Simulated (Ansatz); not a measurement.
The starting structures come from a database of crystals and need not be the phases stable at ambient conditions.

Tunnelling through a barrier is set by its complex band structure: the current falls as exp(−2κd) with the smallest κ.

Data:

```yaml
crystal:
  lattice:
    - [4.98590, 0.00000, 0.00000]
    - [0.00000, 11.46266, 0.00000]
    - [2.49295, 0.00000, 4.31792]
  atoms:
    - { symbol: Ga, position: [0.00000, 0.66667, 0.44849] }
    - { symbol: Ga, position: [0.55151, 0.33333, 0.00000] }
    - { symbol: Ga, position: [0.44849, 0.00000, 0.55151] }
    - { symbol: As, position: [0.00000, 0.16667, 0.44670] }
    - { symbol: As, position: [0.55330, 0.83333, 0.00000] }
    - { symbol: As, position: [0.44670, 0.50000, 0.55330] }
    - { symbol: O, position: [0.60483, 0.87095, 0.29901] }
    - { symbol: O, position: [0.09616, 0.53762, 0.60483] }
    - { symbol: O, position: [0.29901, 0.20428, 0.09616] }
    - { symbol: O, position: [0.70099, 0.12905, 0.39517] }
    - { symbol: O, position: [0.39517, 0.46238, 0.90384] }
    - { symbol: O, position: [0.90384, 0.79572, 0.70099] }
    - { symbol: O, position: [0.67929, 0.61764, 0.39607] }
    - { symbol: O, position: [0.92464, 0.28431, 0.67929] }
    - { symbol: O, position: [0.39607, 0.95097, 0.92464] }
    - { symbol: O, position: [0.60393, 0.38236, 0.32071] }
    - { symbol: O, position: [0.32071, 0.71569, 0.07536] }
    - { symbol: O, position: [0.07536, 0.04903, 0.60393] }
```

Space group of this cell: P3_121. The cell is taken as given; by r2SCAN its mean pressure is -1.6 GPa.

Transport runs along the normal of the first two printed cell vectors, the (100) plane of the conventional cell.

The gap is the functional's own. No spin-orbit coupling. Mid-gap values are interpolated on the energy grid.

Task: Predict the band gap and the smallest decay constant κ at mid-gap from r2SCAN (Ansatz, an electronic-structure program).

Result: Gap 4.03 eV on a 8×4×8 mesh; κ = 0.354 1/Å, at the zone centre.
